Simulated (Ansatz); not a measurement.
**Convergence study of the k-point mesh at a smearing width of 0.02 eV for BaSbPt (P3m1, 3 atoms in the cell)**

```
BaSbPt
1.0
    4.59084     0.00000     0.00000
   -2.29542     3.97578     0.00000
    0.00000     0.00000     5.01134
Ba Sb Pt
1 1 1
Direct
  0.00000   0.00000   0.00998
  0.66667   0.33333   0.50000
  0.33333   0.66667   0.50000
```

Level of theory: LDA (PW92), default PAW files made with PBE (plane waves; Ansatz, a quantum-chemistry and plane-wave program).

Base settings: basis.ecutwfc = 30.9 Ry; kpoints.mp_grid.grid = 8 8 7; hamiltonian.xc = lda; hamiltonian.pseudopotentials = {kind: paw} (the program's default PAW files); scf.occupations.method = gaussian; scf.occupations.width = 0.0073 Ry.

In this ladder: scf.occupations.width = 0.0015 Ry.

Only quantities that move along the ladder and can be compared are tabulated.

The count of work is k-points × plane waves × bands × iterations; it is no time. Core times come from one kind of shared machine, to one figure; runs under 30 s give none.

The starting cell comes from a database of computed structures (which also holds hypothetical and non-ambient phases and stackings), without a prior relaxation at this level. Its lattice was rescaled by up to half a per cent. One atom was moved a little off its site on purpose. Spin polarisation is off. In the base run, with a pressure of about -5 GPa the cell is away from its equilibrium volume at this level. Ansatz's pressure includes its estimate of the finite-basis (Pulay) stress.

Steps (kpoints.mp_grid.grid): 3 3 3; 4 4 3; 4 4 4; 5 5 4; 6 6 5; 8 8 6; 9 9 7; 11 11 9; 13 13 11; 20 20 16.

What is the coarsest kpoints.mp_grid.grid that holds the forces within 0.01 eV/Å of the last step, with all finer ones?

6 6 5, at 0.043 of the last step's count of work; the step before is off by 0.012 eV/Å.

What is the coarsest kpoints.mp_grid.grid that holds the free energy within 5 meV/atom of the last step, with all finer ones?

8 8 6, at 0.080 of the last step's count of work; the step before is off by 16 meV/atom.

What is the coarsest kpoints.mp_grid.grid that holds the pressure within 0.1 GPa of the last step, with all finer ones?

8 8 6, at 0.080 of the last step's count of work; the step before is off by 0.22 GPa.

| kpoints.mp_grid.grid | free energy less the last step's (meV/atom) | pressure (GPa) | largest difference of a force vector from the last step's (eV/Å) | count of work / last | core time / last (rough) |
|---|---|---|---|---|---|
| 3 3 3 | -2.79 | -5.34 | 0.009 | 0.011 | – |
| 4 4 3 | -10.19 | -4.82 | 0.013 | 0.014 | – |
| 4 4 4 | -11.20 | -4.80 | 0.013 | 0.021 | – |
| 5 5 4 | -9.83 | -4.75 | 0.012 | 0.027 | – |
| 6 6 5 | 15.60 | -4.59 | 0.004 | 0.043 | – |
| 8 8 6 | -0.35 | -4.88 | 0.001 | 0.080 | – |
| 9 9 7 | 2.15 | -4.89 | 0.004 | 0.11 | – |
| 11 11 9 | -0.69 | -4.77 | 0.003 | 0.19 | 0.2 |
| 13 13 11 | -0.01 | -4.79 | 0.001 | 0.31 | 0.3 |
| 20 20 16 | 0.00 | -4.81 | 0.000 | 1.0 | 1 |

Keys are those of Ansatz 0.2.
